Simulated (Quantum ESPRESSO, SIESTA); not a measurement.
## Equation of state of hcp Os (space group 194): energy against volume (SIESTA, PBE)

```yaml
crystal:
  lattice:
    - [2.68146, 0.00000, 0.00000]
    - [-1.34073, 2.32221, 0.00000]
    - [0.00000, 0.00000, 4.24319]
  atoms:
    - { symbol: Os, position: [0.66667, 0.33333, 0.75000] }
    - { symbol: Os, position: [0.33333, 0.66667, 0.25000] }
```

Level of theory: SIESTA with GGA PBE, numerical atomic orbitals DZP, PseudoDojo PBE standard norm-conserving potentials (rewritten from UPF to PSML). Settings: XC.functional = GGA; XC.authors = PBE; potentials = PseudoDojo PBE standard; PAO.BasisSize = DZP; PAO.EnergyShift = 0.005 Ry; MeshCutoff = 455 Ry; kgrid.MonkhorstPack = 24 24 14; OccupationFunction = FD; ElectronicTemperature = 50 meV; MaxSCFIterations = 150; SCF.Mixer.Method = Pulay; SCF.Mixer.Weight = 0.2; SCF.Mixer.History = 8; SCF.DM.Tolerance = 1.0E-04. The cell above is the first row's. The rows scale it uniformly. In all rows fractional positions and the k mesh are held. E is the free energy at the stated smearing, counted from the lowest row.

| V (Å^3/atom) | E (meV/atom) |
|---|---|
| 13.211 | 143.22 |
| 13.498 | 77.54 |
| 13.785 | 33.54 |
| 14.073 | 8.44 |
| 14.360 | 0.00 |
| 14.647 | 6.67 |
| 14.934 | 27.39 |
| 15.221 | 59.91 |
| 15.509 | ? |

Question: Fit E against V with the third-order Birch-Murnaghan form, a cubic in V^(-2/3), and predict the withheld value at V = 15.509.

Answer: With u = V^(-2/3) - 0.171, the rows have u = 0.007941, 0.005395, 0.002938, 0.000557, -0.001736, -0.003955, -0.006102, -0.008181. Least squares gives E = 4.781 + 5360.53·u + 1499181·u² + 2502125·u³. Residuals (row less fit): 0.081, -0.189, 0.006, 0.208, 0.020, -0.206, 0.066, 0.015; standard error 0.182 (degrees of freedom: 4). Its minimum lies at u = -0.001796, so V0 = (0.169204)^(-3/2) = 14.37. There d²E/du² = 2971000 and d³E/du³ = 1.501e7, so B0 = (4/9) × 14.37^(-7/3) × 2971000 × 0.160218 = 422 GPa (the last factor turns the table's units into GPa), and B0' = 4 + (2/3) × 0.169204 × (1.501e7)/2971000 = 4.6. The program's pressures in the fitted runs (not shown) pass through zero at V = 14.37, 0.00 % from this V0. At the withheld row, u = -0.010203, so E = 4.781 + 5360.53 × (-0.010203) + 1499181 × (-0.010203)² + 2502125 × (-0.010203)³ = 103.496 meV/atom. The calculation gives 102.67 meV/atom, 0.826 meV/atom below the prediction (0.6 % of the range of E in the table). The row lies outside the fitted rows, so this is an extrapolation. From the scatter of the fitted rows alone, a prediction at this place has a standard error of 0.442 meV/atom, so the miss is 1.9 times that.

Carrying the step between the two nearest rows on in a straight line would have given 92.54, off by 10.13; series whose last step already gives the withheld value aren't shown. The scan was laid around a cell of about the measured size, scaled by a guess for this functional; axis ratios and inner coordinates come from that cell. The runs keep the symmetry of the cell, so they don't test it for distortions. A plane-wave scan with the same functional (Quantum ESPRESSO, GBRV) gives V0 = 14.27 Å^3/atom and B0 = 398 GPa; a Birch-Murnaghan fit to all rows here lies 0.7 % from it in V0 and 5 % in B0; the two differ in basis, and may differ in potentials and mesh. Spin polarisation is off. Values carry the incompleteness of an atom-centred basis. Spin-orbit coupling is off. The shape of the cell and the inner coordinates aren't relaxed, so V0 and B0 belong to this uniform scaling; a relaxed crystal lies no higher in energy and is usually softer. Cutoffs and mesh are single choices, not tested for convergence of this quantity. Series with a scatter that would blur these digits, or in which a gap closes, are not shown. Nor are scans whose minimum lies at an end fitted in this form.
